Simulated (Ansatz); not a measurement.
The reference is Au in the fcc (Cu type) structure (space group Fm-3m, No. 225; a = 4.048 Å; relaxed with 0.1 eV smearing). Axes: x, y, z lie along the cube axes.

Calculations: Ansatz (an electronic-structure program) LDA, no spin-orbit coupling.

The change: biaxial strain +1.67 %, plane normal [111], relaxed out of plane (Cartesian); in-plane vectors clamped, the third vector and the atoms free.

**Question.** What does the calculation give for the ratio −ε⊥/ε∥ after the change?

**Answer.** The ratio −ε⊥/ε∥ is 1.36.

**Question.** Predict the new energy relative to the base.

**Answer.** The energy rises by 4.7 meV/atom.

**Question.** What happens to the in-plane stress?

**Answer.** The mean in-plane stress (compression positive) comes out as -2.5 GPa.

Whether these cells are dynamically stable was not tested.
